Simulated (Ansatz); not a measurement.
silicon (1 1 1) on zinc-blende CuI (1 1 1) (film strained to the substrate, faces as cut)

A periodic stack without vacuum, silicon (1 1 1) on zinc-blende CuI (1 1 1) (film strained to the substrate, faces as cut): substrate slab Cu12I12, film Si32, surface cells [[-1, 2], [-2, 1]] and [[0, -2], [2, -2]], film strained by -3.7 and -3.7 %, faces Cu/I and Si/Si as cut (like faces can put a slab off its formula).

The start was prepared with a machine-learned potential, and the result is one local minimum, with the in-plane cell held and forces under 0.04 eV/Å; the film can end far from its bulk form.

These are PBE (plane waves to 420 eV, PAW; Ansatz, a quantum-chemistry and plane-wave program) values and carry that method's errors. Spin–orbit coupling is left out; the runs are not spin-polarised; PBE gaps are too small against experiment. Its k-point mesh 4×4×1, Fermi–Dirac width 0.05 eV.

| Item | Result |
|---|---|
| interface area | 48.0 Å² |
| period | 27.82 Å |
| gaps between the outermost planes at the two interfaces | 2.40 and 2.14 Å |
| Cu–Si contacts across the interfaces within 1.22 times the sum of covalent radii | 3, mean 2.26 Å |
| I–Si contacts across the interfaces within 1.22 times the sum of covalent radii | 2, mean 2.71 Å |
| two interfaces | unlike, so that offsets are their mean |

```yaml
crystal:
  lattice:
    - [7.44645, 0.00003, -0.00205]
    - [3.72322, 6.44851, 0.06355]
    - [-0.00785, -2.59623, 27.79094]
  atoms:
    - { symbol: Cu, position: [0.52591, 0.83251, 0.03156] }
    - { symbol: Cu, position: [0.53267, 0.22370, 0.03117] }
    - { symbol: Cu, position: [0.13346, 0.72917, 0.03487] }
    - { symbol: Cu, position: [0.07420, 0.30325, 0.21283] }
    - { symbol: Cu, position: [0.74579, 0.95981, 0.17951] }
    - { symbol: Cu, position: [0.41143, 0.62539, 0.17959] }
    - { symbol: Cu, position: [0.39518, 0.99975, 0.31029] }
    - { symbol: Cu, position: [0.05613, 0.67566, 0.31009] }
    - { symbol: Cu, position: [0.72475, 0.33698, 0.31110] }
    - { symbol: Cu, position: [0.70215, 0.72031, 0.43842] }
    - { symbol: Cu, position: [0.36382, 0.38416, 0.43511] }
    - { symbol: Cu, position: [0.03998, 0.04385, 0.43837] }
    - { symbol: I, position: [0.15806, 0.21371, 0.03399] }
    - { symbol: I, position: [0.77842, 0.91735, 0.08701] }
    - { symbol: I, position: [0.45774, 0.57779, 0.08727] }
    - { symbol: I, position: [0.41505, 0.96314, 0.21543] }
    - { symbol: I, position: [0.07338, 0.64561, 0.21540] }
    - { symbol: I, position: [0.73274, 0.30464, 0.21637] }
    - { symbol: I, position: [0.72313, 0.67939, 0.34296] }
    - { symbol: I, position: [0.38138, 0.34974, 0.34112] }
    - { symbol: I, position: [0.05447, 0.01787, 0.34298] }
    - { symbol: I, position: [0.02966, 0.39394, 0.47570] }
    - { symbol: I, position: [0.69161, 0.06809, 0.46505] }
    - { symbol: I, position: [0.36955, 0.71963, 0.46718] }
    - { symbol: Si, position: [0.17343, 0.60244, 0.59895] }
    - { symbol: Si, position: [0.67789, 0.59862, 0.60018] }
    - { symbol: Si, position: [0.18631, 0.06754, 0.59838] }
    - { symbol: Si, position: [0.69680, 0.06671, 0.60216] }
    - { symbol: Si, position: [0.52179, 0.91310, 0.56706] }
    - { symbol: Si, position: [0.01662, 0.90879, 0.56189] }
    - { symbol: Si, position: [0.52327, 0.40392, 0.58461] }
    - { symbol: Si, position: [0.02426, 0.40415, 0.57619] }
    - { symbol: Si, position: [0.83269, 0.29333, 0.71677] }
    - { symbol: Si, position: [0.32644, 0.29474, 0.71567] }
    - { symbol: Si, position: [0.83124, 0.79412, 0.71709] }
    - { symbol: Si, position: [0.32813, 0.79421, 0.71480] }
    - { symbol: Si, position: [0.16746, 0.61540, 0.68431] }
    - { symbol: Si, position: [0.67024, 0.61585, 0.68605] }
    - { symbol: Si, position: [0.16796, 0.11612, 0.68350] }
    - { symbol: Si, position: [0.66775, 0.11837, 0.68707] }
    - { symbol: Si, position: [0.47542, 0.00088, 0.83023] }
    - { symbol: Si, position: [0.97695, 0.00179, 0.83377] }
    - { symbol: Si, position: [0.47674, 0.50095, 0.83149] }
    - { symbol: Si, position: [0.97593, 0.50232, 0.83441] }
    - { symbol: Si, position: [0.81783, 0.32307, 0.80174] }
    - { symbol: Si, position: [0.31178, 0.32585, 0.80057] }
    - { symbol: Si, position: [0.81800, 0.82213, 0.80169] }
    - { symbol: Si, position: [0.31296, 0.82308, 0.79991] }
    - { symbol: Si, position: [0.13074, 0.70739, 0.95422] }
    - { symbol: Si, position: [0.61402, 0.71334, 0.95312] }
    - { symbol: Si, position: [0.13028, 0.20343, 0.94020] }
    - { symbol: Si, position: [0.61500, 0.21557, 0.95263] }
    - { symbol: Si, position: [0.47828, 0.02173, 0.91412] }
    - { symbol: Si, position: [0.95472, 0.02477, 0.91903] }
    - { symbol: Si, position: [0.46221, 0.53089, 0.91575] }
    - { symbol: Si, position: [0.95365, 0.54704, 0.91956] }
```
